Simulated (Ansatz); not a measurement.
The parent structure is BAs in the zinc blende structure (space group F-43m, No. 216; a = 4.768 Å). Axes: x, y, z lie along the cube axes.

Level of theory: PBEsol, PAW, 420 eV (Ansatz, a program for electronic structure; no spin-orbit coupling).

For the base:

The pressure is 0.00 GPa.

Modification: compressive biaxial strain of 2.00 % in the plane normal to [001], as in epitaxy on a mismatched substrate; the out-of-plane cell vector and the atoms relax.

Task: Predict the new out-of-plane strain and pressure.

Result: The out-of-plane strain is +1.03 %; the pressure (mean of the normal stresses, compression positive) goes from zero to 4.49 GPa.

Stability against distortions was not tested.
